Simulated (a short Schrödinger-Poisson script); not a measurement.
## Symmetric double-gate stack, Al2O3 on p-type Si(100)

Stack: symmetric double-gate stack, Al2O3 on p-type Si(100), at 300 K.

```
layer  material  thickness (nm)  Na (cm⁻³)
-----  --------  --------------  ---------
1         Al2O3             4.2          -
2            Si              10       2e18
3         Al2O3             4.2          -
```

The device is made up for the run: typed textbook-type constants, with dimensions and the other settings drawn at random. Al2O3: permittivity 9, conduction-band edge (eV) 2.7, gap (eV) 6.8, electron mass (mₑ) 0.3. Si: permittivity 11.7, conduction-band edge (eV) 0, gap (eV) 1.124, Nv at 300 K (cm⁻³) 3.1e19.

Channel valleys (confinement mass, in-plane density-of-states mass, number): Δ2 0.916, 0.19, 2; Δ4 0.19, 0.417, 4. At the gates, both at one voltage, the conduction-band edge of layer 1 lies 3.05 eV − eVg above the Fermi level of the channel. Gaps are held at their typed values at every temperature. Mesh 0.03 nm at interfaces.

From a short Schrödinger-Poisson script (our own, NumPy): 1D Poisson equation in equilibrium, electrons quantum, Hartree (BenDaniel-Duke, 12 states a valley, the channel's in-plane mass for all, wave functions ending at the dielectric), parabolic valleys, classical holes, full ionisation, no traps, pinning or gate leakage.

```
Vg (V)  electrons (cm⁻²)  C (μF/cm²)  Δ2 E0 (meV)  Δ2 E1 (meV)  Δ4 E0 (meV)  Δ4 E1 (meV)
------  ----------------  ----------  -----------  -----------  -----------  -----------
0.1               1.17e7     < 0.003        370.8        377.6        387.6        441.1
0.2               5.61e8     0.00354        270.8        277.6        287.6        341.2
0.3              2.53e10       0.151        172.3        179.0        189.2        242.6
0.4              4.50e11        1.37         97.7        103.1        115.4        167.3
0.5              1.59e12        2.16         63.7         66.8         84.3        132.6
0.6              3.05e12        2.48         44.2         45.8         69.6        114.3
0.7              4.65e12        2.66         29.9         30.7         60.9        102.5
0.8              6.35e12        2.77         18.4         18.9         55.1         94.0
0.9              8.11e12        2.86          8.7          8.9         50.8         87.5
1                9.91e12        2.92          0.1          0.2         47.4         82.3
1.1              1.17e13        2.97         -7.7         -7.6         44.6         77.9
1.2              1.36e13        3.01        -14.8        -14.8         42.3         74.1
1.3              1.55e13        3.04        -21.5        -21.5         40.2         70.8
1.4              1.74e13        3.06        -27.8        -27.8         38.3         67.8
1.5              1.93e13        3.08        -33.8        -33.8         36.6         65.0
1.6              2.13e13        3.10        -39.7        -39.6         35.1         62.4
1.7              2.32e13        3.12        -45.3        -45.3         33.6         60.0
1.8              2.51e13        3.13        -50.7        -50.7         32.2         57.7
```

Gate voltages with under 1e6 electrons/cm² are left out.

Subbands count from the Fermi level. The capacitance is that of both gates.
